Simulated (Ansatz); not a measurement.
Structures of equal composition on the (113) surface of germanium: 1 pair of surface atoms bonded, no caps; unpaired: 0 pairs of surface atoms bonded, no caps. The slabs share one bottom face, and each structure is named by its start. These are constructed structures in small cells; real faces may alloy, dewet or reconstruct in larger ones, and not all known structures of the face are among them. Slabs of about 14 Å with all that they carry, Fermi-Dirac smearing of 0.025 eV. Bottom of the slabs: built like the top, H on every dangling bond, free. Relaxed from the named starts with such symmetry as they have, on meshes of like density; energies extrapolated to zero smearing; no spin-orbit coupling, no U. Spin-polarised runs, if any, are marked in brackets, and their order is one that fits the cell; the others ran without spin. Where a second, spin-polarised start was run, the lower counts.

Calculation: r2SCAN, at the PBE geometry (plane waves to 500 eV, PAW; Ansatz, an electronic-structure program).

Q: Rank these by energy per 1x1 cell (lowest first), as r2SCAN, at the PBE geometry gives it.

A: 1 pair of surface atoms bonded, no caps (0.000 eV, gap 0.50 eV on the mesh), unpaired: 0 pairs of surface atoms bonded, no caps (0.086 eV (1 Ge–Ge bonds formed), gap 0.23 eV on the mesh)
